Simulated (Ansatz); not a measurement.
The structure below was relaxed with DFT with r2SCAN, PAW potentials and a 500 eV plane-wave cutoff in Ansatz (an electronic-structure program), without spin-orbit coupling, earlier PAW set.

```
Sn
1.0
   -1.88634     1.88634     1.88634
    1.88634    -1.88634     1.88634
    1.88634     1.88634    -1.88634
Sn
1
Direct
  0.00000   0.00000   0.00000
```

Find the space group and the Wyckoff positions.

Space group Im-3m (No. 229); a = 3.7727 Å, b = 3.7727 Å, c = 3.7727 Å, α = 90.00°, β = 90.00°, γ = 90.00°

```json
[
 {"atom": "Sn", "site": "2a", "symmetry": "m-3m", "x": "0.0000", "y": "0.0000", "z": "0.0000"}
]
```

Describe the coordination.

The crystal has 2 atoms in its conventional cell. Conventional cell: a = 3.773 Å, b = 3.773 Å, c = 3.773 Å, α = 90.00°, β = 90.00°, γ = 90.00°. Sn is surrounded by 8 Sn at 3.267 Å (cubic). (Neighbours: up to the widest gap in distance over summed covalent radii, below 1.35, at either atom.)

Stability against distortions was not tested. The cell was made from Cr by this change: Cr → Sn; the result is a model cell, its experimental status unchecked. This is not the structure that Sn has at room temperature and ambient pressure.
